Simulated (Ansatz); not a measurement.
# Ni: response to strain

Start from Ni in the fcc (Cu type) structure (space group Fm-3m, No. 225; a = 3.479 Å; ferromagnetic; relaxed with 0.1 eV smearing). Axes: x, y, z lie along the cube axes.

Strains are applied to the cell and any free atomic positions relax; under biaxial strain the out-of-plane vector relaxes too.

All numbers come from Kohn–Sham DFT with the r2SCAN functional, run in Ansatz (an electronic-structure program) with PAW and 500 eV plane waves, no spin-orbit coupling.

Notes on the quantities. pressure: mean of the normal stresses, compression positive.

```csv
variant,space group,pressure,volume per atom
base,Fm-3m (No. 225),0.0 GPa,10.53 Å³
"biaxial strain +0.90 %, plane normal [001], relaxed out of plane",I4/mmm (No. 139),-1.6 GPa,10.61 Å³
"biaxial strain −4.60 %, plane normal [110], relaxed out of plane",Immm (No. 71),13.3 GPa,10.04 Å³
"biaxial strain −4.53 %, plane normal [110], relaxed out of plane",Immm (No. 71),13.1 GPa,10.04 Å³
"biaxial strain −1.90 %, plane normal [110], relaxed out of plane",Immm (No. 71),5.6 GPa,10.28 Å³
"biaxial strain −1.77 %, plane normal [111], relaxed out of plane",R-3m (No. 166),6.1 GPa,10.26 Å³
isotropic strain +4.54 %,Fm-3m (No. 225),-20.9 GPa,12.03 Å³
tensor shear ε_xz = −2.71 %,Immm (No. 71),___,10.52 Å³
```

Task: Some entries are withheld; estimate them.

Result: 
- tensor shear ε_xz = −2.71 %, pressure: 0.7 GPa

Other magnetic orders, which the real material may have, were not ruled out. Stability against distortions was not tested.
